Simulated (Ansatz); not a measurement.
Consider GaN in the zinc blende structure (space group F-43m, No. 216; a = 4.498 Å). Axes: x, y, z lie along the cube axes.

Structures relaxed with r2SCAN in Ansatz (plane waves to 500 eV, PAW, without spin-orbit coupling).

Base:

Simulated powder pattern, Cu Kα1, λ = 1.54056 Å (kinematic, ideal powder, no thermal factors, no anomalous dispersion; the 8 strongest lines at most, above 2 %, up to 2θ = 90°):

| 2θ (°) | I/Imax (%) | hkl |
|---|---|---|
| 34.51 | 100 | (111) |
| 40.06 | 33 | (200) |
| 57.94 | 41 | (220) |
| 69.22 | 37 | (311) |
| 72.77 | 7.7 | (222) |
| 86.47 | 6.1 | (400) |

After one change:

Simulated powder pattern, Cu Kα1, λ = 1.54056 Å (kinematic, ideal powder, no thermal factors, no anomalous dispersion; the 8 strongest lines at most, above 2 %, up to 2θ = 90°):

```csv
2θ (°),I/Imax (%)
34.44,100
34.58,99
40.06,65
57.76,14
57.94,55
58.13,14
69.10,24
69.35,24
```

What was done to the base?
A) tensor shear ε_xy = +0.29 %
B) tensor shear ε_xy = +0.86 %
C) tensor shear ε_xy = +1.71 %
D) tensor shear ε_xy = +1.43 %

A, tensor shear ε_xy = +0.29 %. Its volume per atom is 11.37 Å³ against 11.37 Å³, and its space group is Imm2 (No. 44).

The cells carry an imposed strain or load. No phonon test of stability was made. This is not the structure that GaN has at room temperature and ambient pressure.

Ansatz is a program for electronic structure.
